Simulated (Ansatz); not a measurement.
The reference is MgSe in the rock salt structure (space group Fm-3m, No. 225).

```xyz
2
Lattice="0.0000 2.7542 2.7542 2.7542 0.0000 2.7542 2.7542 2.7542 0.0000" Properties=species:S:1:pos:R:3 pbc="T T T"
Se     0.0000     0.0000     0.0000
Mg     2.7542     2.7542     2.7542
```

Method: PBE in Ansatz (plane waves to 420 eV, PAW, scalar-relativistic without spin-orbit coupling), earlier PAW set.

One change was made to it. Results:

The hole mass (degenerate bands, along [100]) becomes 0.19, 0.71, 0.71 mₑ (at Γ) (base: 0.16, 0.82, 0.82 mₑ (at Γ)); the lattice parameter a drops by 0.228 Å (5.508 Å → 5.280 Å); the smallest direct gap rises by 0.90 eV to 3.30 eV.

Which of these changes matches the shifts?
(A) pressure 1.5 GPa
(B) pressure 3 GPa
(C) pressure 10 GPa
(D) pressure 5 GPa
(E) pressure −2 GPa

C, pressure 10 GPa. For comparison, the hole mass in the other runs: pressure 1.5 GPa gives 0.16, 0.80, 0.80 mₑ (at Γ); pressure 5 GPa gives 0.17, 0.75, 0.75 mₑ (at Γ); pressure −2 GPa gives 0.15, 0.85, 0.85 mₑ (at Γ); pressure 3 GPa gives 0.17, 0.78, 0.78 mₑ (at Γ).

Load acts through the strain it causes; cell and atoms are relaxed under it. Masses are band curvatures over ±0.01 Å⁻¹ around the edge. Whether these cells are dynamically stable was not tested. No other phases were tried under pressure.

Ansatz is an electronic-structure program.
